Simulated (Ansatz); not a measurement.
Base system: an 8-atom supercell of InAs in the zinc blende structure (space group F-43m, No. 216; a = 6.187 Å) at its relaxed geometry.

Method: Ansatz (a program for electronic structure) PBE, no spin-orbit coupling, earlier PAW set.

One neutral defect a cell, atoms relaxed at fixed cell.

One change was made to it. Results:

The largest displacement of a host atom from its site in the perfect cell comes out as 0.15 Å; the pressure goes from zero to 6.5 GPa.

Task: What was done to the base?
(A) As interstitial (started 2.53 Å from the nearest host atom)
(B) In interstitial (started 2.68 Å from the nearest host atom)
(C) In on a As site (antisite), symmetric start

Result: A, As interstitial (started 2.53 Å from the nearest host atom). For comparison, the pressure in the other runs: In on a As site (antisite), symmetric start gives 3.2 GPa; In interstitial (started 2.68 Å from the nearest host atom) gives 8.8 GPa.

In so small a cell the defect repeats every few ångströms: this is an ordered compound, not a dilute defect. The mesh was chosen for an insulator and is coarse for the gapless case. Defects with a symmetric start kept the site's symmetry and may sit on a saddle; the others started slightly shaken. The final runs are not spin-polarised.
